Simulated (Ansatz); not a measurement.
Worked example: relaxation of cell and atoms of Si2Mo (I4/mmm, 3 atoms in the cell) in Ansatz (a first-principles code).

Level of theory: PBE, PAW files (plane waves; Ansatz).

```
CELL_PARAMETERS angstrom
     -1.62616     1.62616     3.96672
      1.62616    -1.62616     3.96672
      1.62616     1.62616    -3.96672
ATOMIC_POSITIONS crystal
  Si 0.66457 0.66457 0.00000
  Si 0.33543 0.33543 0.00000
  Mo 0.00000 0.00000 0.00000
```

Reference input (self-consistent single point, DFT, PBE, plane waves, PAW files): basis.ecutwfc = 30.9 Ry; kpoints.mp_grid.grid = 17 17 17; hamiltonian.xc = pbe; hamiltonian.pseudopotentials = {kind: paw} (an earlier, softer set of the program's PAW files); scf.occupations.method = methfessel_paxton; scf.occupations.width = 0.0073 Ry. This run's input differs from it in these lines:

Ansatz 0.2 input:
```diff
@@ -11,3 +11,3 @@
 basis:
-  ecutwfc: 30.9 Ry
+  ecutwfc: 43.4 Ry
 kpoints:
@@ -19,2 +19,4 @@
   occupations: { method: methfessel_paxton, width: 0.0073 Ry }
+relax:
+  cell: {}
 output:
```

The program printed (abridged):

```
   [... SCF lines of the steps left out ...]
relax step   1: F+E_penalty+E_count = -6229.14014703 eV  Δ(F+E_penalty+E_count) = +0.000e0 eV  max|allowed force component| = 1.890e-2 eV/Å  Δτ_max = 0.0000 Å  P = -5.651 GPa  Ω = 41.958 Å³  (7 SCF iters, dr2 threshold 1.00e-7 eV, accepted)
relax step   2: F+E_penalty+E_count = -6229.15816753 eV  Δ(F+E_penalty+E_count) = -1.802e-2 eV  max|allowed force component| = 5.847e-2 eV/Å  Δτ_max = 0.0008 Å  P = +2.413 GPa  Ω = 40.267 Å³  energy of the carried Pulay correction = +4.839e-5 eV  (5 [...]
   [... lines left out ...]
relax step   4: F+E_penalty+E_count = -6229.16242557 eV  Δ(F+E_penalty+E_count) = -2.738e-5 eV  max|allowed force component| = 6.031e-3 eV/Å  Δτ_max = 0.0006 Å  P = -0.009 GPa  Ω = 40.738 Å³  energy of the carried Pulay correction = +3.471e-5 eV  (3 [...]
relax step   5: F+E_penalty+E_count = -6229.16239050 eV  Δ(F+E_penalty+E_count) = +3.507e-5 eV  max|allowed force component| = 5.903e-3 eV/Å  Δτ_max = 0.0000 Å  P = -0.009 GPa  Ω = 40.738 Å³  stress off target by 1.41e-2 GPa  SCF on the basis [...]
basis re-selected at this cell: Δ(F+E_penalty+E_count) = +3.507e-5 eV, ΔP = -0.000 GPa vs the last step
the relaxation is at rest under the 16 symmetry operations that the run kept from its start: a minimum is not shown …
Stability not checked (fill_not_monotonic)
Free energy (F): -6229.162391 eV
Internal energy: -6229.162143 eV  (E = F + TS)
   [... lines left out ...]
Fermi energy:    15.713408 eV
  cell:  # Å, volume = 40.7381 Å³
   [... lines left out ...]
    - [1.608447927787941, -1.608447927787941, 3.9366518698878816]
    - [1.608447927787941, 1.608447927787941, -3.9366518698878816]
  atoms:
    - { symbol: Si, position: [0.664865942288053, 0.664865942288053, -9.612864129638346e-34] }
    - { symbol: Si, position: [0.335134057711947, 0.335134057711947, -9.965224096735564e-34] }
    - { symbol: Mo, position: [-1.822165862954817e-20, -1.82216586295456e-20, 2.5269791560413673e-33] }
```

The run converged. 

Summary of the result:
```
Item                                                                                                                      Value
-----------------------------------------------  ------------------------------------------------------------------------------
Free energy E − TS (on the zero of these files)                                                                   -6229.1624 eV
Fermi level (on the code's own zero)                                                                                   15.71 eV
Pressure                                                                                                              -0.01 GPa
Largest force (vector length)                                                                                        0.006 eV/Å
Final cell                                       a = 4.5466 Å, b = 4.5466 Å, c = 4.5466 Å, α = 138.56°, β = 138.56°, γ = 60.04°
Final volume per atom                                                                                                  13.58 Å³
Relaxation steps                                                                                                              5
```

The starting cell comes from a database of computed structures (which also holds hypothetical and non-ambient phases and stackings), without a prior relaxation at this level. Its lattice was rescaled by a random factor within 2.5 % of one. Spin polarisation is off. The relaxation keeps the symmetry of its start, so its end need not be a minimum. Ansatz's pressure includes its estimate of the finite-basis (Pulay) stress.

Cost on one core of a shared machine: roughly 3 min.
